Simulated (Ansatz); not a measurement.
Data:

```yaml
crystal:
  lattice:
    - [0.00000, 2.75518, 2.75518]
    - [2.75518, 0.00000, 2.75518]
    - [2.75518, 2.75518, 0.00000]
  atoms:
    - { symbol: Ca, position: [0.00000, 0.00000, 0.00000] }
```

No spin polarisation.

Level of theory: Ansatz (a program for electronic structure) PBEsol, scalar-relativistic without spin-orbit coupling. k-mesh 21×21×21 (Γ-centred); smearing 0.1 eV (Fermi–Dirac).

Predict the space group, pressure and band gap.


* **Space group**: Fm-3m (No. 225)
* **Pressure**: -0.5 GPa
* **Band gap**: zero

The cells carry an imposed strain or load. No phonon test of stability was made. The cell was made from Ca in the fcc (Cu type) structure (space group Fm-3m, No. 225) by this change: isotropic strain +1.00 %.
